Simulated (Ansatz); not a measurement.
Response to strain in BeS

Start from BeS in the zinc blende structure (space group F-43m, No. 216).

```
BeS
1.0
    0.00000     2.43431     2.43431
    2.43431     0.00000     2.43431
    2.43431     2.43431     0.00000
Be S
1 1
Direct
  0.00000   0.00000   0.00000
  0.25000   0.25000   0.25000
```

Cartesian axes are those of the cell as printed.

Strains are applied to the cell and any free atomic positions relax; under biaxial strain the out-of-plane vector relaxes too.

All numbers come from r2SCAN (Ansatz, a quantum-chemistry and plane-wave program), no spin-orbit coupling.

```csv
"biaxial strain, plane normal [001], relaxed out of plane (%)",band gap (eV)
0,3.59
0.5,3.52
1,3.46
1.5,3.40
2,?
2.5,3.29
3,3.24
```

Task: Fit E_g = E₀ + Dε (ε in %) to the rows shown and predict the withheld row.

Result: Least squares on the printed values gives E₀ = 3.58 eV, D = -116 meV per % of strain (largest residual 0.01 eV); this predicts 3.35 eV, and the run gives 3.34 eV, in agreement.

No phonon test of stability was made.
